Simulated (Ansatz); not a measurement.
Ansatz (a first-principles code), DFT, r2SCAN, plane waves, its default PAW files, spin-polarised: CeRh2 (from the phase in space group 227, mp-951) (Rh4Ce2), 6 atoms, spin-polarised from a ferromagnetic start (1 μB on Ce). Basis and mesh were picked for this test and aren't claimed converged.

```yaml
cell: 5.35, 5.35, 5.35 Å; 60, 60, 60°
task: single point
k mesh: 6×6×6
hamiltonian.xc: r2scan
kind_of_files: paw
scf.occupations.method: fermi_dirac
scf.occupations.width: 0.1 eV
output.forces: true
magnetization.spin_polarized: true
binding of workers (--pin): off
k-point pools (--kpoint-pools): 1
memory maximum (--max-ram): 8GiB
accuracy: medium (default)
basis.precision: auto (default)
basis.xc_grid: 4 (default)
scf.eigensolver.kind: auto (default)
scf.convergence.dr2_threshold: 1e-07 (default)
scf.lower_state_search: light (default)
k-points after symmetry (for each spin): 16
bands_at_the_start: 65
electrons: 92
plane waves at Γ: 2733
cutoff (eV): 500
FFT grid: 40×40×40
symmetry_operations: 48
```

One run each.

All on 4 threads. Base settings, kept where nothing else is said: scf.mixing.algorithm = auto (default), scf.mixing.preconditioner = auto (default), scf.algorithm = auto (default) (scf.mixing.beta, scf.mixing.ndim, scf.mixing.q_tf, scf.mixing.beta_mag not set). The settings tried:
- scf.mixing.algorithm = anderson
- scf.mixing.preconditioner = none
- scf.mixing.preconditioner = kerker_dos
- scf.mixing.algorithm = broyden, scf.mixing.beta_mag = 0.3
- scf.mixing.algorithm = broyden, scf.mixing.beta_mag = 2
- scf.mixing.algorithm = broyden
- scf.mixing.preconditioner = ldos
- scf.mixing.algorithm = msr1
- scf.mixing.algorithm = broyden, scf.mixing.preconditioner = kerker, scf.mixing.q_tf = 0.5 1/Å
- scf.mixing.algorithm = broyden, scf.mixing.beta = 0.3
- scf.mixing.preconditioner = kerker
- scf.mixing.algorithm = anderson, scf.mixing.ndim = 4
- scf.mixing.algorithm = broyden, scf.mixing.beta = 1
- scf.mixing.algorithm = broyden, scf.mixing.preconditioner = kerker, scf.mixing.q_tf = 1.5 1/Å
- the base settings
- scf.mixing.algorithm = anderson, scf.mixing.ndim = 1
- scf.mixing.algorithm = broyden, scf.mixing.beta = 0.1
- scf.mixing.ndim = 4
- scf.mixing.algorithm = anderson, scf.mixing.ndim = 16
- scf.algorithm = direct_min
- scf.mixing.preconditioner = local_kerker
- scf.mixing.algorithm = broyden, scf.mixing.preconditioner = none
- scf.mixing.ndim = 16
- scf.mixing.algorithm = broyden, scf.mixing.preconditioner = kerker
- scf.mixing.algorithm = broyden, scf.mixing.beta = 0.7

### Question
Name the extremes by SCF iterations: fewest, most, and any that don't converge.

### Answer
Fewest SCF iterations: scf.algorithm = direct_min (15). Most among those that reach the base run's result: scf.mixing.algorithm = anderson, scf.mixing.ndim = 1 (121). All converged. In the base run the program took: scf.mixing.algorithm Broyden, scf.eigensolver.kind band_cg, --slots 4.

| setting | SCF iterations | applications of H to a band | end |
|---|---|---|---|
| scf.algorithm = direct_min | 15 | 198132 | converged, no check of stability |
| scf.mixing.algorithm = broyden, scf.mixing.beta = 1 | 21 | 88693 | converged, no check of stability |
| scf.mixing.algorithm = msr1 | 23 | 107031 | converged |
| scf.mixing.preconditioner = ldos | 26 | 101116 | converged, no check of stability |
| scf.mixing.algorithm = broyden, scf.mixing.beta = 0.7 | 30 | 125965 | converged, no check of stability |
| scf.mixing.preconditioner = none | 31 | 132204 | converged, no check of stability |
| scf.mixing.algorithm = broyden, scf.mixing.preconditioner = none | 31 | 132204 | converged, no check of stability |
| scf.mixing.algorithm = broyden, scf.mixing.preconditioner = kerker, scf.mixing.q_tf = 0.5 1/Å | 31 | 131893 | converged, no check of stability |
| scf.mixing.algorithm = broyden, scf.mixing.preconditioner = kerker, scf.mixing.q_tf = 1.5 1/Å | 39 | 162341 | converged, no check of stability |
| scf.mixing.ndim = 4 | 41 | 158257 | converged, no check of stability |
| scf.mixing.preconditioner = local_kerker | 42 | 169855 | converged, no check of stability |
| scf.mixing.algorithm = broyden, scf.mixing.beta_mag = 0.3 | 43 | 168783 | converged, no check of stability |
| scf.mixing.algorithm = broyden, scf.mixing.beta_mag = 2 | 66 | 256548 | converged, no check of stability |
| scf.mixing.algorithm = anderson, scf.mixing.ndim = 4 | 71 | 314186 | converged, no check of stability |
| the base settings | 74 | 319650 | converged, no check of stability |
| scf.mixing.algorithm = broyden | 74 | 319650 | converged, no check of stability |
| scf.mixing.preconditioner = kerker | 74 | 319650 | converged, no check of stability |
| scf.mixing.algorithm = broyden, scf.mixing.preconditioner = kerker | 74 | 319650 | converged, no check of stability |
| scf.mixing.algorithm = broyden, scf.mixing.beta = 0.3 | 74 | 319650 | converged, no check of stability |
| scf.mixing.algorithm = anderson | 75 | 489830 | converged, no check of stability |
| scf.mixing.algorithm = broyden, scf.mixing.beta = 0.1 | 79 | 542148 | converged, no check of stability |
| scf.mixing.algorithm = anderson, scf.mixing.ndim = 16 | 88 | 348057 | converged, no check of stability |
| scf.mixing.preconditioner = kerker_dos | 92 | 372004 | converged, no check of stability |
| scf.mixing.ndim = 16 | 103 | 408127 | converged, no check of stability |
| scf.mixing.algorithm = anderson, scf.mixing.ndim = 1 | 121 | 284514 | converged, no check of stability |

An iteration's cost differs between solvers, so these counts don't give the time.

Keys are those of Ansatz 0.2.
